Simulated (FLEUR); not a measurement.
A self-consistent single point of GaSb (F-43m, 2 atoms in the cell) with FLEUR.

Method of the run: LDA (Perdew-Zunger), all-electron FLAPW (FLEUR), scalar-relativistic valence.

```xyz
2
Lattice="0.0000 3.0557 3.0557 3.0557 0.0000 3.0557 3.0557 3.0557 0.0000" Properties=species:S:1:pos:R:3 pbc="T T T"
Ga     0.0000     0.0000     0.0000
Sb     4.5836     4.5836     4.5836
```

Reference input (self-consistent single point, DFT, PBE, all-electron FLAPW (FLEUR), scalar-relativistic valence): Kmax = 4.3 1/bohr; GmaxXC = 15 1/bohr; xcFunctional = pbe; jspins = 1; l_soc = F; mode = gauss; fermiSmearingEnergy = 0.00367493 Htr; mesh (inpgen div1-3) = 9 9 9; inpgen gamma flag = false; Gmax = 15 1/bohr; numbands = 0; maxIterBroyd = 40. This run's input differs from it in these lines:

```diff
@@ -14,2 +14,3 @@
 &comp jspins=1 /
+&exco xctyp='pz' /
 &kpt div1=9 div2=9 div3=9 /
@@ -26,3 +27,3 @@
       <coreElectrons ctail="T" frcor="F" kcrel="0" coretail_lmax="0"/>
-      <xcFunctional name="pbe" relativisticCorrections="F"/>
+      <xcFunctional name="pz" relativisticCorrections="F"/>
       <magnetism jspins="1"/>
```

The program printed (abridged):

```
 Iteration:     1   Distance:       5.18020438 me/bohr^3
 Iteration:     2   Distance:       4.77644990 me/bohr^3
 Iteration:     3   Distance:       2.57968314 me/bohr^3
 Iteration:     4   Distance:       0.49951086 me/bohr^3
 Iteration:     5   Distance:       0.41541992 me/bohr^3
   [... 6 lines left out ...]
 Iteration:    12   Distance:       0.00007993 me/bohr^3
 Iteration:    13   Distance:       0.00011325 me/bohr^3
 Iteration:    14   Distance:       0.00001212 me/bohr^3
 Iteration:    15   Distance:       0.00000059 me/bohr^3
 Run finished successfully
 Stop message:
   Structural relaxation: Done

[file out, last iteration]
             iter=     16
[...]
          total density-effective poten   -1.3851823779E+04
          total charge density-energy d   -2.3805931630E+02
 Updated energy parameters for spin:           1
[...]
 fermi energy and band-weighting factors:

[...]
FERMIE:
          first approx. to ef    (T=0)  :   0.199483 htr   (energy of the highest occ. eigenvalue)
          number of occ. states  (T=0)  :        770
          first approx. to seigv (T=0)  : -12.013303 htr
          sum of weights of occ. states :  14.000000
          sum of semicore charge        :   0.000000 e
          fermi energy=   0.20061 har   work function=  -5.45884 ev
          number of valence electrons=  28.00000
     band-weighting factor for spin=    1
   [... lines left out ...]
          total moment                 =     0.00000
 Direct bandgap for spin            1 :    3.9751902419055907E-002  Htr
 ---->    free energy=                     -8419.5175226527 htr
   [... lines left out ...]
      extrapolation for T->0
 ---->    total electron energy=           -8419.5175226527 htr
 ***** TOTAL FORCES ON ATOMS *****
 TOTAL FORCE FOR ATOM TYPE=  1  X=  0.000   Y=  0.000   Z=  0.000
                       FX_TOT= 0.000000 FY_TOT= 0.000000 FZ_TOT= 0.000000
 TOTAL FORCE FOR ATOM TYPE=  2  X= -2.887   Y= -2.887   Z= -2.887
                       FX_TOT= 0.000000 FY_TOT= 0.000000 FZ_TOT= 0.000000
 Structural relaxation: Done
```

The run converged in 15 iterations. FLEUR gives forces in its relaxation mode, with a further iteration, so its stop message speaks of a relaxation. 

The starting cell comes from a database of computed structures (which also holds hypothetical and non-ambient phases and stackings), without a prior relaxation at this level. Its lattice was rescaled by a random factor within 2.5 % of one. Spin-orbit coupling is off. Values depend on the basis (sphere radii, cutoffs, local orbitals), which need not be converged. No gap is read from this output. The log's line on a gap gives a spacing of levels on this mesh, which the program prints for metals too.

These are the values that this program gave, and no reference: the default basis lacks the next d shell.

Cost on one core of a shared machine: roughly 2 min.
